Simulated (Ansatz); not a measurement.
KF (model structure, F-43m, No. 216, 2 atoms in the cell), treated with r²SCAN (Ansatz, a quantum-chemistry and plane-wave program, PAW).

Numerical settings: plane-wave cutoff 560 eV, 10×10×10 k mesh, Fermi–Dirac smearing 0.01 eV, scalar-relativistic PAW data made under PBE.

Cell (relaxed at this level):

```cif
data_F4K4
_chemical_formula_sum 'F4 K4'
_space_group_name_H-M_alt 'F-43m'
_space_group_IT_number 216
_space_group_name_Hall 'F -4 2 3'
_cell_length_a 5.87262
_cell_length_b 5.87262
_cell_length_c 5.87262
_cell_angle_alpha 90.000
_cell_angle_beta 90.000
_cell_angle_gamma 90.000
loop_
_atom_site_label
_atom_site_type_symbol
_atom_site_symmetry_multiplicity
_atom_site_Wyckoff_symbol
_atom_site_fract_x
_atom_site_fract_y
_atom_site_fract_z
_atom_site_occupancy
F1 F 4 d 0.75000 0.75000 0.75000 1
K1 K 4 a 0.00000 0.00000 0.00000 1
```
(The calculation used a cell of 2 atoms; values per cell refer to that cell.)

Give the computed band gap and smallest direct gap on the k points sampled.


- band gap = 5.75 eV (indirect)
- smallest direct gap on the k points sampled = 5.95 eV

Note: the relaxation could raise the start's symmetry but not lower it, so the cell can be a saddle point.

The computed numbers hold no vibrational or temperature effects.

A model structure was made by putting elements into a prototype or built by hand; it is no filed structure, need not be a known phase, and can be a saddle point held by its symmetry.
